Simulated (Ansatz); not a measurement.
Functionals compared on a constructed model of the (110) surface of bcc Ta, a pseudomorphic layer of Fe in the host's stacking (bottom of the slab: a bare face, its two planes held), in Ansatz (plane waves, PAW). The structure was relaxed with PBE; the other rows are single points on it. Cutoff 420 eV.

Model: 7-atom slab, 14.4 Å thick at the start, 14x14x1 mesh, Fermi-Dirac 0.1 eV, dipole correction, 2 atoms held, the rest relaxed; start symmetry kept, larger cells not searched; spin-polarised, ending with about 2.2 μB a cell; orders that need a larger cell were not tried, no spin-orbit, no U. It is one candidate, not shown to be the stable structure of the face. These notes are the PBE run's.

| functional | work function of the top face (eV) | magnetic moment of the cell (μB) | rough cost of the single point |
|---|---|---|---|
| PBE | 3.96 | 2.16 | – |
| RPBE | 3.79 | 2.19 | about 2.8 core-minutes (a rough figure) |

Ansatz is an electronic-structure program.
